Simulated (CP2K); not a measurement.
CP2K run on SnP3 (R-3m, 8 atoms in the cell): self-consistent single point.

Method of the run: LDA (Pade form), GPW, DZVP-MOLOPT-SR-GTH basis, GTH-PADE potentials (GTH_POTENTIALS) (CP2K 2026.2).

```
CELL_PARAMETERS angstrom
      5.72144     0.00000     0.00000
      0.72770     5.67497     0.00000
      0.72770     0.64035     5.63873
ATOMIC_POSITIONS crystal
  Sn 0.74595 0.74595 0.74595
  Sn 0.25405 0.25405 0.25405
  P  0.20089 0.20089 0.74082
  P  0.79910 0.79910 0.25918
  P  0.74082 0.20089 0.20089
  P  0.25918 0.79910 0.79910
  P  0.20089 0.74082 0.20089
  P  0.79910 0.25918 0.79910
```

Reference input (self-consistent single point, DFT PBEsol, GPW, DZVP-MOLOPT-SR-GTH basis, GTH-PBE potentials (GTH_POTENTIALS)): CUTOFF = 400 Ry; REL_CUTOFF = 40 Ry; SMEAR/METHOD = GAUSSIAN; SIGMA = 0.1 eV; KPOINTS/SCHEME = MONKHORST-PACK 4 4 4; GAMMA_CENTERED = T; XC_FUNCTIONAL = PBE:PBESOL; Sn/BASIS_SET = DZVP-MOLOPT-SR-GTH-q4; Sn/POTENTIAL = GTH-PBE-q4; P/BASIS_SET = DZVP-MOLOPT-SR-GTH-q5; P/POTENTIAL = GTH-PBE-q5; METHOD = GPW. This run's input differs from it in these lines:

```diff
@@ -43,6 +43,3 @@
     &XC
-      &XC_FUNCTIONAL
-        &PBE
-          PARAMETRIZATION PBESOL
-        &END PBE
+      &XC_FUNCTIONAL PADE
       &END XC_FUNCTIONAL
@@ -82,3 +79,3 @@
       BASIS_SET DZVP-MOLOPT-SR-GTH-q4
-      POTENTIAL GTH-PBE-q4
+      POTENTIAL GTH-PADE-q4
     &END KIND
@@ -86,3 +83,3 @@
       BASIS_SET DZVP-MOLOPT-SR-GTH-q5
-      POTENTIAL GTH-PBE-q5
+      POTENTIAL GTH-PADE-q5
     &END KIND
```

Output, abridged:

```
 SCF WAVEFUNCTION OPTIMIZATION

  Step     Update method      Time    Convergence         Total energy    Change
     1 NoMix/Diag. 0.30E+00      -     0.64374982       -47.1032360355 -4.71E+01
     2 Broy./Diag. 0.30E+00      -     0.02860063       -46.8558518094  2.47E-01
     3 Broy./Diag. 0.30E+00      -     0.03333043       -46.8649793907 -9.13E-03
     4 Broy./Diag. 0.30E+00      -     0.00569142       -46.8889711935 -2.40E-02
     5 Broy./Diag. 0.30E+00      -     0.00043156       -46.8437327863  4.52E-02
     6 Broy./Diag. 0.30E+00      -     0.00041571       -46.8375177297  6.22E-03
   [... 2 lines left out ...]
     9 Broy./Diag. 0.30E+00      -     0.00000708       -46.8360633387 -6.43E-05
    10 Broy./Diag. 0.30E+00      -     0.00000089       -46.8360714220 -8.08E-06
    11 Broy./Diag. 0.30E+00      -     0.00000077       -46.8360859143 -1.45E-05
    12 Broy./Diag. 0.30E+00      -     0.00000005       -46.8360879105 -2.00E-06
  *** SCF run converged in    12 steps ***

  Overlap energy of the core charge distribution:               0.00000000012773
  Self energy of the core charge distribution:               -113.32587618023450
  Core Hamiltonian energy:                                     23.68482009964925
  Hartree energy:                                              54.72032873134428
  Exchange-correlation energy:                                -11.91493584029060
  Smearing free energy correction:                             -0.00042472103183
  Fermi energy:                                                 0.17689049376249

  Total energy:                                               -46.83608791050651
  Total energy (extrapolated to sigma->0):                    -46.83587554999060

   [... lines left out ...]

 STRESS| Analytical stress tensor [bar]
 STRESS|                        x                   y                   z
 STRESS|      x       -6.83336183719E+04   4.19084758966E+03   3.74182061277E+03
 STRESS|      y        4.19084758966E+03  -6.94082941992E+04   3.29263523871E+03
 STRESS|      z        3.74182061277E+03   3.29263523871E+03  -7.01562213577E+04
 STRESS| 1/3 Trace                                            -6.92993779763E+04
```

The run converged in 12 iterations. Against the reference run the pressure goes from -3.88 to -6.93 GPa and the largest force goes from 0.201 to 0.352 eV/Å.

The starting cell comes from a database of computed structures (which also holds hypothetical and non-ambient phases and stackings), without a prior relaxation at this level. Its lattice was rescaled by a random factor within 2.5 % of one. Values carry the incompleteness of an atom-centred basis. With a pressure of about -7 GPa the cell is away from its equilibrium volume at this level. The run gives no clean gap (levels at the Fermi energy touch, overlap or are partly filled at this smearing), which alone does not show that the compound is a metal.

Cost on one core of a shared machine: roughly 70 s.
